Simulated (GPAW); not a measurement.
A self-consistent single point of Ti₆PtAu (Pm-3, 8 atoms in the cell) with GPAW.

Computed with PBEsol, GPAW PAW datasets PBEsol (made by gpaw-setup) (plane waves; GPAW 25.7.0).

```yaml
crystal:
  lattice:
    - [5.05615, 0.00000, 0.00000]
    - [0.00000, 5.05615, 0.00000]
    - [0.00000, 0.00000, 5.05615]
  atoms:
    - { symbol: Ti, position: [0.00000, 0.50000, 0.75355] }
    - { symbol: Ti, position: [0.00000, 0.50000, 0.24645] }
    - { symbol: Ti, position: [0.75355, 0.00000, 0.50000] }
    - { symbol: Ti, position: [0.24645, 0.00000, 0.50000] }
    - { symbol: Ti, position: [0.50000, 0.75355, 0.00000] }
    - { symbol: Ti, position: [0.50000, 0.24645, 0.00000] }
    - { symbol: Pt, position: [0.00000, 0.00000, 0.00000] }
    - { symbol: Au, position: [0.50000, 0.50000, 0.50000] }
```

Reference input (self-consistent single point, DFT LDA (Perdew-Wang 92), plane waves, GPAW PAW datasets LDA (gpaw-data 1.0.1)): mode = pw; ecut = 850 eV; xc = LDA; kpts = 5 5 5; mesh shift (steps) = 0 0 0; occupations.name = methfessel-paxton; occupations.width = 0.136 eV; occupations.order = 0; nbands = -16; convergence.density = 1e-05 e/electron; convergence.energy = 1e-05 eV/electron; symmetry.symmorphic = false. This run's input differs from it in these lines:

```diff
@@ -19,3 +19,3 @@
 calc = GPAW(mode=PW(850),
-            xc='LDA',
+            xc='PBEsol',
             kpts=(5, 5, 5),
```

Its files differ too (potentials: GPAW PAW datasets PBEsol (made by gpaw-setup)).

The program printed (abridged):

```
     iter     time        total  log10-change:
                         energy   eigst   dens
iter:   1 --:--:--   -67.181007
iter:   2 --:--:--   -63.382693   -0.63  -1.22
iter:   3 --:--:--   -60.166668   -0.60  -1.28
iter:   4 --:--:--   -59.171317   -0.59  -1.41
iter:   5 --:--:--   -58.997081   -0.87  -1.66
   [... 6 lines left out ...]
iter:  12 --:--:--   -58.621666   -4.17  -2.81
iter:  13 --:--:--   -58.625220   -3.15  -2.85
iter:  14 --:--:--   -58.622802   -3.67  -3.18
iter:  15 --:--:--   -58.622988   -4.68  -3.48
iter:  16 --:--:--   -58.622821c  -5.13  -3.38
iter:  17 --:--:--   -58.623184c  -4.12  -3.59
iter:  18 --:--:--   -58.622840c  -4.94  -3.21
iter:  19 --:--:--   -58.622758c  -4.65  -3.37
iter:  20 --:--:--   -58.622758c  -5.32  -3.63
   [... 3 lines left out ...]
iter:  24 --:--:--   -58.622736c  -5.95  -4.46
iter:  25 --:--:--   -58.622733c  -6.88  -4.57
iter:  26 --:--:--   -58.622723c  -6.71  -4.66
iter:  27 --:--:--   -58.622722c  -7.28  -4.86
iter:  28 --:--:--   -58.622723c  -8.59c -4.98
iter:  29 --:--:--   -58.622726c  -7.65c -5.02c
Converged after 29 iterations.

Dipole moment: (-0.000000, -0.000000, 0.000000) |e|*Ang

Energy contributions relative to reference atoms: (reference = -1155877.732610)

Kinetic:        -11.159954
Potential:       +4.465064
External:        +0.000000
XC:             -51.877949
Entropy (-ST):   -0.097107
Local:           -0.001334
SIC:             +0.000000
--------------------------
Free energy:    -58.671280
Extrapolated:   -58.622726

Showing only first 2 kpts
 Kpt  Band  Eigenvalues  Occupancy
  0    47      8.57136    2.00000
  0    48      8.61044    2.00000
  0    49      8.87448    2.00000
  0    50      8.87448    2.00000

  1    47      8.84914    2.00000
  1    48      8.88134    2.00000
  1    49      9.04955    1.99999
  1    50      9.20541    1.99466

Fermi level: 9.47332

No gap
   [... lines left out ...]
  2 Ti   -0.01940    0.00000    0.00000
  3 Ti    0.01940    0.00000    0.00000
  4 Ti    0.00000   -0.01940    0.00000
  5 Ti    0.00000    0.01940    0.00000
  6 Pt    0.00000    0.00000    0.00000
  7 Au    0.00000    0.00000    0.00000

Stress tensor:
     0.021795     0.000000     0.000000
     0.000000     0.021795     0.000000
     0.000000     0.000000     0.021795
Stress (GPa, Voigt): [3.4919 3.4919 3.4919 0.     0.     0.    ]
```

The run converged in 29 iterations. GPAW prints stress with tension positive. Against the reference run the pressure goes from -8.23 to -3.49 GPa and the largest force goes from 0.000 to 0.019 eV/Å.

The starting cell comes from a database of computed structures (which also holds hypothetical and non-ambient phases and stackings), without a prior relaxation at this level. Spin polarisation is off. With a pressure of about -3 GPa the cell is away from its equilibrium volume at this level.

Cost on one core of a shared machine: roughly 2 min.
